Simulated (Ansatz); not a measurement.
The parent structure is BaTiO$_{3}$ in the cubic perovskite structure (space group Pm-3m, No. 221; a = 4.0192 Å).

Method: PBE (Ansatz, a quantum-chemistry and plane-wave program, PAW, no SOC).

Now apply this change: an isotropic linear strain of +1.80 %, atoms relaxed at fixed cell.

Question: What happens to the mean gap deformation potential ΔEg/Δln V?

Answer: The mean gap deformation potential ΔEg/Δln V is -2.2 eV.

Question: What does the calculation give for the hole mass after the change?

Answer: The hole mass (degenerate bands, along [100]) amounts to 0.55, 0.55, 1.5 mₑ (at R).

Masses are band curvatures over ±0.01 Å⁻¹ around the edge. Whether these cells are dynamically stable was not tested. All final runs are without spin polarisation. Many cubic perovskites are stable only at high temperature; tilts and polar distortions were not tested. This is not the structure that BaTiO3 has at room temperature and ambient pressure.
